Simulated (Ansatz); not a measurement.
Start from MgO in the rock salt structure (space group Fm-3m, No. 225; a = 4.2537 Å).

Now apply this change: a hydrostatic pressure of 30 GPa.

Levels (all Ansatz, an electronic-structure program, PAW): PBE (420 eV, without spin-orbit coupling); HSE06 (420 eV, without spin-orbit coupling).

The geometry is relaxed with PBE.

| Quantity | Value |
|---|---|
| PBE band gap | 5.98 eV |

How does going to HSE06 change the band gap?

The band gap grows by 1.854 eV, from 5.98 eV to 7.84 eV.

Single points use the geometry relaxed with PBE. Load acts through the strain it causes; cell and atoms are relaxed under it. No phonon test of stability was made. Competing high-pressure phases were not computed.
